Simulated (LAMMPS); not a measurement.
An MD run on Ni (fcc), 864 atoms, at 1560 K and 0 GPa, heated as the crystal.

Model: classical MD, pair style meam, file MoCoNiVFeAlCr_2nn.meam (LAMMPS).

Starting crystal:

```
Ni
1.0
    3.52000     0.00000     0.00000
    0.00000     3.52000     0.00000
    0.00000     0.00000     3.52000
Ni
4
Direct
  0.00000   0.00000   0.00000
  0.00000   0.50000   0.50000
  0.50000   0.00000   0.50000
  0.50000   0.50000   0.00000
```

Problem. Give the mean frequency of the velocity spectrum, the most common Ni-Ni-Ni angle as this potential yields it.

Solution. mean frequency of the velocity spectrum: 6.3 THz; most common Ni-Ni-Ni angle: in the 3° bin centred on 58.5° (mean of all 97°).
